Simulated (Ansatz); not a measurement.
## A computed series for CdS: response to strain

The reference is CdS in the zinc blende structure (space group F-43m, No. 216; a = 5.878 Å). Axes: x, y, z lie along the cube axes.

Strains are applied to the cell and any free atomic positions relax.

All numbers come from r2SCAN (Ansatz, a first-principles code, PAW, scalar-relativistic without spin-orbit coupling).

Notes on the quantities. pressure: mean of the normal stresses, compression positive; energy relative to the base: free energy F.

```tsv
variant	band gap	shortest interatomic distance	electron mass	pressure	energy relative to the base
base	1.54 eV	254.5 pm	0.15 mₑ (at Γ)	0.01 GPa	0 meV/atom
uniaxial strain ε_zz = −3.00 %	1.55 eV	252.0 pm	0.16 mₑ (at Γ)	1.95 GPa	+5.3 meV/atom
uniaxial strain ε_zz = −2.50 %	1.55 eV	252.4 pm	0.15 mₑ (at Γ)	1.61 GPa	+3.7 meV/atom
uniaxial strain ε_zz = −2.00 %	1.55 eV	252.8 pm	0.15 mₑ (at Γ)	1.27 GPa	+2.4 meV/atom
uniaxial strain ε_zz = −1.50 %	1.55 eV	253.2 pm	0.15 mₑ (at Γ)	0.94 GPa	+1.3 meV/atom
uniaxial strain ε_zz = −1.00 %	1.55 eV	253.7 pm	0.15 mₑ (at Γ)	0.62 GPa	+0.6 meV/atom
uniaxial strain ε_zz = −0.50 %	1.54 eV	254.1 pm	0.15 mₑ (at Γ)	0.31 GPa	+0.2 meV/atom
```

Effective masses come from finite differences of ±0.01 Å⁻¹. Whether these cells are dynamically stable was not tested.
